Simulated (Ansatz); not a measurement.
BaTiO₃ (Amm2, No. 38, 5 atoms in the cell; start mp-5777)

All values below come from PBE0 (plane waves, PAW; Ansatz, a quantum-chemistry and plane-wave program).

Settings: plane-wave cutoff 460 eV, 6×6×6 k mesh, Fermi–Dirac smearing 0.01 eV, no spin polarisation, scalar-relativistic PAW data made under PBE.

Cell (relaxed at this level):

```xyz
5
Lattice="3.9402 0.0000 0.0000 0.0000 2.8545 2.8756 0.0000 -2.8545 2.8756" Properties=species:S:1:pos:R:3 pbc="T T T"
Ba     0.0000     0.0000     0.0375
Ti     1.9701     0.0000     3.0075
O      1.9701     1.3796     4.2119
O      1.9701    -1.3796     4.2119
O      0.0000     0.0000     2.7935
```

- band gap: 4.64 eV (on the SCF k mesh)
- smallest direct gap on the k points sampled: 5.12 eV

Note: the relaxation could not lower the start's symmetry, so the cell can be a saddle point above a distorted one.

Spin–orbit coupling is not included.

Computing time: very roughly 19 core-minutes.

A start named mp-… is a Materials Project structure, which need not be a measured phase.
